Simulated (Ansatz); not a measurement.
Consider CuI in the zinc blende structure (space group F-43m, No. 216; a = 5.9393 Å).

Method: Ansatz (a quantum-chemistry and plane-wave program), PBEsol, PAW, cutoff 420 eV, no spin-orbit coupling.

For the base:

* **Hole mass**: 0.20, 0.64, 0.64 mₑ (at Γ)

One thing is altered: the cell is scaled by 0.9900 in all directions, atoms relaxed at fixed cell.

Predict the new energy relative to the base.

The energy goes up by 3.8 meV/atom.

Estimate the effect on the mean gap deformation potential ΔEg/Δln V.

The mean gap deformation potential ΔEg/Δln V comes out as -2.9 eV.

Estimate the effect on the hole mass.

The hole mass (degenerate bands, along [100]) changes from 0.20, 0.64, 0.64 mₑ (at Γ) to 0.20, 0.60, 0.60 mₑ (at Γ).

Spin-orbit coupling, missing from the scalar runs, can matter with I. The cells carry an imposed strain or load. Effective masses come from finite differences of ±0.01 Å⁻¹. Whether these cells are dynamically stable was not tested. The final runs are not spin-polarised.
